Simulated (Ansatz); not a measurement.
MoBSi (model structure, started from the MoAlB type, Cmcm, No. 63, 6 atoms in the cell), treated with LDA in Ansatz (PAW).

Settings: plane-wave cutoff 520 eV, 18×18×18 k mesh, Fermi–Dirac smearing 0.05 eV, no spin polarisation, scalar-relativistic PAW data made under PBE.

Cell (relaxed at this level):

```cif
data_B2Mo2Si2
_chemical_formula_sum 'Si2 B2 Mo2'
_space_group_name_H-M_alt 'P 1'
_space_group_IT_number 1
_cell_length_a 6.79008
_cell_length_b 6.79008
_cell_length_c 3.11623
_cell_angle_alpha 90.000
_cell_angle_beta 90.000
_cell_angle_gamma 153.582
loop_
_space_group_symop_operation_xyz
  'x, y, z'
loop_
_atom_site_label
_atom_site_type_symbol
_atom_site_fract_x
_atom_site_fract_y
_atom_site_fract_z
_atom_site_occupancy
Si1 Si 0.70190 0.29810 0.25000 1
Si2 Si 0.29810 0.70190 0.75000 1
B1 B 0.46781 0.53219 0.75000 1
B2 B 0.53219 0.46781 0.25000 1
Mo1 Mo 0.10189 0.89811 0.75000 1
Mo2 Mo 0.89811 0.10189 0.25000 1
```

Q: Give the computed bulk modulus B0.

A: 
- bulk modulus B0 = 270 GPa

Note: the run has no spin polarisation, so it can have missed a magnetic state; the bulk modulus is −V dP/dV from two relaxed cells at ±2 % in volume; the relaxation could raise the start's symmetry but not lower it, so the cell can be a saddle point.

Computed values are for the static lattice.

The result took very roughly 13 core-minutes.

A model structure was made by putting elements into a prototype or built by hand; it is no filed structure, need not be a known phase, and can be a saddle point held by its symmetry.

Ansatz is a first-principles code.
